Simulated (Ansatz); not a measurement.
Output of an Ansatz run (abridged):

```
WARN ansatz: RAYON_NUM_THREADS=1 ignored (pool sized by the plan → 1); use --threads N
Pseudopotentials: kind: paw
Pseudopotential: Mo, paw, valence charge 14
Pseudopotential: Ir, paw, valence charge 17
Crystal: 4 atoms, lattice volume = 59.711 Å³
Basis set: ecut = 420 eV, 1167 PW (Γ)
Bands: 38, of which v1, the nominal top of the filled ones, is band 31 counted from 1 (30 counted from 0)
Symmetry: 8 space group operations
Space group: Pmma (ITA 51), of the structure as read, at distance tolerance 3.9e-5 Å
k-points: 140 of 672
PAW frozen core: Mo, regenerated for the run's functional, and the local potential with it
PAW frozen core: Ir, regenerated for the run's functional, and the local potential with it
Initial density: superposition of atomic densities (neutral atoms: chi_scale 0, normalization atom), corrected by the library's trained network
Initial wavefunctions: pseudopotential atomic-orbital guess
Eigensolver: davidson
Functional: x = slater, c = lda
SCF iter   1: F=—  HF=-33013.852598 eV  |F-HF|=—  |Δ(HF+E_count)|=         —  Δρ=9.12e-3  dr2=1.56e-2  ethr=1.77e-3  ⟨swp⟩=5.3  Hψ=18060  notcnv=0
all-band conjugate gradients solve this SCF's bands
preconditioner: auto → Kerker (q_TF=auto, 2.745 Å⁻¹)
SCF iter   2: F=—  HF=-33013.854404 eV  |F-HF|=—  |Δ(HF+E_count)|=   1.81e-3  Δρ=5.21e-3  dr2=5.54e-3  ethr=2.52e-5  ⟨swp⟩=1.8  Hψ=7341  notcnv=0
SCF iter   3: F=—  HF=-33013.854301 eV  |F-HF|=—  |Δ(HF+E_count)|=   1.03e-4  Δρ=4.37e-4  dr2=5.77e-5  ethr=8.93e-6  ⟨swp⟩=2.0  Hψ=9087  notcnv=0
SCF iter   4: F=—  HF=-33013.854285 eV  |F-HF|=—  |Δ(HF+E_count)|=   1.63e-5  Δρ=9.02e-5  dr2=6.44e-6  ethr=9.31e-8  ⟨swp⟩=2.2  Hψ=8698  notcnv=0
SCF iter   5: F=—  HF=-33013.854284 eV  |F-HF|=—  |Δ(HF+E_count)|=   9.81e-7  Δρ=2.65e-5  dr2=4.20e-7  ethr=1.04e-8  ⟨swp⟩=1.3  Hψ=5409  notcnv=0
SCF iter   6: F=-33013.854284 eV  HF=-33013.854284 eV  |F-HF|=9.20e-9  |Δ(HF+E_count)|=   4.50e-8  Δρ=4.85e-6  dr2=1.71e-8  ethr=1.61e-10  ⟨swp⟩=4.2  Hψ=16991  notcnv=0
SCF 1 converged in 6 iterations: F = -33013.854284 eV  dr2 = 1.71e-8
SCF converged after 6 iterations
Free energy (F): -33013.854284 eV
Harris-Foulkes:  -33013.854284 eV  (|F-HF|=9.20e-9)
Internal energy: -33013.766954 eV  (E = F + TS)
E sigma→0 (E₀):  -33013.810619 eV
Entropy (-TS):   -0.087330 eV (-21.833 meV/atom)
Fermi energy:    22.514346 eV
--- Per-component energies (eV) ---
  E_band       = -319.857625
  E_kinetic    = 2126.940201
  E_local      = -3846.627484  (includes V_loc(G=0)·N_el)
  E_nonlocal   = 453.828473
  E_hartree    = 1386.955797
  E_xc         = -897.971870
  E_vxc        = -1057.462960  (∫ρ·V_xc dr)
  E_paw        = -24084.579500  (= ΣΔE_a)
  E_vpaw       = -770.447341  (= ΣTr[D̂ρ^β])
  E_aug_tail   = 0.000148  (compensation charges beyond the density's cutoff)
  E_ewald      = -8154.081556
  E_core_change = 1.768837  (= ΣΔE_core)
  E_smearing   = -0.087330  (= −TS)
  E_closure    = 0.000000  (closes the sum)
  Σ components = -33013.854284   (vs F -33013.854284, Δ=0.00e0)
--- Forces (eV/Å), atoms counted from 1 ---
  atom   1  Mo     0.00000000     0.00000000    -0.02877585
  atom   2  Mo     0.00000000     0.00000000     0.02877585
  atom   3  Ir     0.00000000     0.00000000     0.02819211
  atom   4  Ir     0.00000000     0.00000000    -0.02819211
  max |Σ_I F_I| component: 3.47e-18 eV/Å
--- Stress (GPa, compression-positive) ---
      -14.819328       0.000000       0.000000
        0.000000     -13.579355       0.000000
        0.000000       0.000000     -13.178231
  P = ⅓ Tr σ = -13.8590 GPa (-138.590 kbar)
  The stress holds the Pulay correction. Without it, at fixed plane waves, as pw.x and ABINIT print it: P = -13.8846 GPa
--- Band table (eV; the first three rows and the last of 140) ---
  k-point 0: bands = ["-69.7546", "-69.7405", "-38.2799", "-38.1835", "-26.6482", "-26.5877", "-26.4913", "-26.4641", "-26.4018", "-26.3753", "-12.6088", "-12.5240", "-12.2763", "-12.1023", "-11.9544", "-11.8808", "13.6531", "15.9689", "16.5070", [...]
  k-point 1: bands = ["-69.7546", "-69.7405", "-38.2800", "-38.1837", "-26.6476", "-26.5861", "-26.4904", "-26.4647", "-26.4016", "-26.3755", "-12.6086", "-12.5257", "-12.2841", "-12.1028", "-11.9550", "-11.8809", "13.8356", "16.0698", "16.5897", [...]
  k-point 2: bands = ["-69.7545", "-69.7405", "-38.2804", "-38.1842", "-26.6461", "-26.5823", "-26.4884", "-26.4662", "-26.4012", "-26.3758", "-12.6080", "-12.5294", "-12.3018", "-12.1040", "-11.9564", "-11.8810", "14.3391", "16.2126", "16.8226", [...]
  k-point 139: bands = ["-69.7309", "-69.7309", "-38.1352", "-38.1352", "-26.7320", "-26.7320", "-26.5938", "-26.5938", "-26.4296", "-26.4296", "-12.7433", "-12.7433", "-12.5028", "-12.5028", "-12.0739", "-12.0739", "16.3270", "16.3270", "16.5849", [...]
```

The structure:

```
CELL_PARAMETERS angstrom
      4.45923     0.00000     0.00000
      0.00000     2.76921     0.00000
      0.00000     0.00000     4.83548
ATOMIC_POSITIONS crystal
  Mo 0.25000 0.00000 0.82909
  Mo 0.75000 0.00000 0.17091
  Ir 0.25000 0.50000 0.32414
  Ir 0.75000 0.50000 0.67586
```

Problem. What input produced this log?

Solution. Other spellings and defaults could give the same log, and not every line can be read from it. The input that was run (DFT, LDA (PW92), plane waves, default PAW files made with PBE):

Ansatz 0.2 input:
```yaml
crystal:
  lattice:
    - [4.45922800, 0.00000000, 0.00000000]
    - [0.00000000, 2.76921300, 0.00000000]
    - [0.00000000, 0.00000000, 4.83548300]
  atoms:
    - { symbol: Mo, position: [0.25000000, 0.00000000, 0.82909000] }
    - { symbol: Mo, position: [0.75000000, 0.00000000, 0.17091000] }
    - { symbol: Ir, position: [0.25000000, 0.50000000, 0.32414000] }
    - { symbol: Ir, position: [0.75000000, 0.50000000, 0.67586000] }
basis:
  ecutwfc: 420.0
kpoints:
  mp_grid: { grid: [8, 12, 7] }
hamiltonian:
  xc: lda
  pseudopotentials: { kind: paw }
scf:
  occupations: { method: fermi_dirac, width: 0.1 }
output:
  forces: true
  eigenvalues: true
  stress: true
```

The starting cell comes from a database of computed structures (which also holds hypothetical and non-ambient phases and stackings), without a prior relaxation at this level. Its lattice was rescaled by up to half a per cent. Spin-orbit coupling is off. Spin polarisation is off. With a pressure of about -14 GPa the cell is away from its equilibrium volume at this level. Ansatz's pressure includes its estimate of the finite-basis (Pulay) stress.

Ansatz is a program for electronic structure.
